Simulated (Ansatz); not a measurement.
The reference is BaS in the rock salt structure (space group Fm-3m, No. 225).

```yaml
crystal:
  lattice:
    - [0.00000, 3.21440, 3.21440]
    - [3.21440, 0.00000, 3.21440]
    - [3.21440, 3.21440, 0.00000]
  atoms:
    - { symbol: Ba, position: [0.00000, 0.00000, 0.00000] }
    - { symbol: S, position: [0.50000, 0.50000, 0.50000] }
```

Calculations: PBE, PAW, 420 eV (Ansatz, an electronic-structure program; no SOC).

For the base:

The hole mass comes out as 0.23, 2.7, 2.7 mₑ (at Γ).

It is then changed as follows: every lattice vector is shortened by 2.00 %; the atoms relax in the strained cell.

Q: Predict the new hole mass.

A: The hole mass (degenerate bands, along [100]) goes from 0.23, 2.7, 2.7 mₑ (at Γ) to 0.22, 2.7, 2.7 mₑ (at Γ).

Q: What happens to the energy relative to the base?

A: The energy goes up by 17 meV/atom.

The levels and masses belong to the bands next to the band gap. Effective masses come from finite differences of ±0.01 Å⁻¹. Whether these cells are dynamically stable was not tested.
